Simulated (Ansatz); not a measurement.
## Functionals side by side, with their cost (level): AlGa3N4 (Pm, 8 atoms in the cell)

Cell: a = 5.0545 Å, b = 3.1110 Å, c = 5.3866 Å, α = 90.00°, β = 90.04°, γ = 90.00°.

Program: Ansatz (a quantum-chemistry and plane-wave program), default PAW files made with PBE; each row names its functional.

Base settings: basis.ecutwfc = 420 eV; kpoints.mp_grid.grid = 3 5 2; hamiltonian.xc = pbe0; hamiltonian.pseudopotentials = {kind: paw} (the program's default PAW files); scf.occupations.method = fixed.

Differences are taken from PBE0, a reference of convenience: it is no measurement, and no ranking of the functionals follows.

Core times come from one kind of shared machine and are given to one figure; runs under 30 s give none.

The starting cell comes from a database of computed structures (which also holds hypothetical and non-ambient phases and stackings), without a prior relaxation at this level. Its lattice was rescaled by a random factor within 2.5 % of one. In the base run, with a pressure of about 11 GPa the cell is away from its equilibrium volume at this level.

```
level   gap on the mesh less reference (eV)  largest difference in the force on any atom (eV/Å)  core time / reference (rough)
------  -----------------------------------  --------------------------------------------------  -----------------------------
PBEsol                               -2.128                                               0.060                              –
HSE06                                -0.722                                               0.003                              1
PBE0                                  0.000                                               0.000                              1
```

Keys are those of Ansatz 0.2.
